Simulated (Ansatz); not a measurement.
**Habitual settings against a tight run: KNa4Cl5 (I4/mmm, 10 atoms in the cell)**

Self-consistent single point.

```yaml
crystal:
  lattice:
    - [-2.03218, 2.03218, 14.15617]
    - [2.03218, -2.03218, 14.15617]
    - [2.03218, 2.03218, -14.15617]
  atoms:
    - { symbol: K, position: [0.00000, 0.00000, 0.00000] }
    - { symbol: Na, position: [0.39690, 0.39690, 0.00000] }
    - { symbol: Na, position: [0.60310, 0.60310, 0.00000] }
    - { symbol: Na, position: [0.79830, 0.79830, 0.00000] }
    - { symbol: Na, position: [0.20170, 0.20170, 0.00000] }
    - { symbol: Cl, position: [0.10542, 0.10542, 0.00000] }
    - { symbol: Cl, position: [0.89458, 0.89458, 0.00000] }
    - { symbol: Cl, position: [0.50000, 0.50000, 0.00000] }
    - { symbol: Cl, position: [0.29933, 0.29933, 0.00000] }
    - { symbol: Cl, position: [0.70067, 0.70067, 0.00000] }
```

Method of the run: PBEsol, default PAW files made with PBE (plane waves; Ansatz, a program for electronic structure).

Base settings: basis.ecutwfc = 420 eV; kpoints.mp_grid.grid = 6 6 6; hamiltonian.xc = pbesol; hamiltonian.pseudopotentials = {kind: paw} (the program's default PAW files); scf.occupations.method = fixed.

Tight run (finer mesh or higher cutoff; not a proven limit): basis.ecutwfc: 420 eV → 590 eV; kpoints.mp_grid.grid: 6 6 6 → 9 9 9; scf.convergence.dr2_threshold: default (1e-07 eV) → 1e-09 eV. It gave top of the valence band (on the code's own zero) 1.24 eV; gap on the k-point mesh 4.93 eV; pressure 0.61 GPa; largest force (vector length) 0.036 eV/Å.

Quick runs, as changes from the base:
- A: the base itself
- B: basis.ecutwfc: 420 eV → 210 eV; kpoints.mp_grid.grid: 6 6 6 → 8 8 8; kpoints.mp_grid.shift: default → 0.5 0.5 0.5
- C: basis.ecutwfc: 420 eV → 335 eV; kpoints.mp_grid.grid: 6 6 6 → 2 2 2; hamiltonian.xc: pbesol → lda; scf.occupations.method: fixed → gaussian; scf.occupations.width: default → 0.2 eV [LDA (PW92)]
- D: kpoints.mp_grid.grid: 6 6 6 → 4 4 4; kpoints.mp_grid.shift: default → 0.5 0.5 0.5
- E: basis.ecutwfc: 420 eV → 210 eV; kpoints.mp_grid.grid: 6 6 6 → 4 4 4; hamiltonian.xc: pbesol → lda; scf.convergence.dr2_threshold: default (1e-07 eV) → 0.0001 eV [LDA (PW92)]
- F: basis.ecutwfc: 420 eV → 250 eV; kpoints.mp_grid.grid: 6 6 6 → 1 1 1; scf.convergence.dr2_threshold: default (1e-07 eV) → 0.001 eV

Dashes: energy of C, E, another energy zero.

Gaps are read on each run's own mesh, which may miss the band edges.

† marks runs with another functional, U, potentials or spin treatment: their distance from the tight run is not a convergence error alone.

The count of work is k-points × plane waves × bands × iterations; it is no time. 

Pressures in the table are Ansatz's without its Pulay estimate, at a fixed set of plane waves; the tight run's value above holds the estimate.

The starting cell comes from a database of computed structures (which also holds hypothetical and non-ambient phases and stackings), without a prior relaxation at this level. Its lattice was rescaled by a random factor within 2.5 % of one.

| run | energy less tight (meV/atom) | pressure less tight (GPa) | largest miss in a force vector (eV/Å) | gap on the mesh less tight (eV) | count of work / tight |
|---|---|---|---|---|---|
| A | 0.2 | 0.00 | 0.000 | 0.000 | 0.21 |
| B | 984.9 | -35.19 | 0.021 | -0.007 | 0.14 |
| C† | – | -1.79 | 0.025 | -0.286 | 0.017 |
| D | 0.4 | 0.00 | 0.000 | 0.032 | 0.078 |
| E† | – | -38.03 | 0.015 | -0.261 | 0.028 |
| F | 975.9 | -0.92 | 0.105 | -0.233 | 0.0028 |

Among the runs at the tight run's level, the energy misses run from 0.2 to 984.9 meV/atom.

Keys are those of Ansatz 0.2.
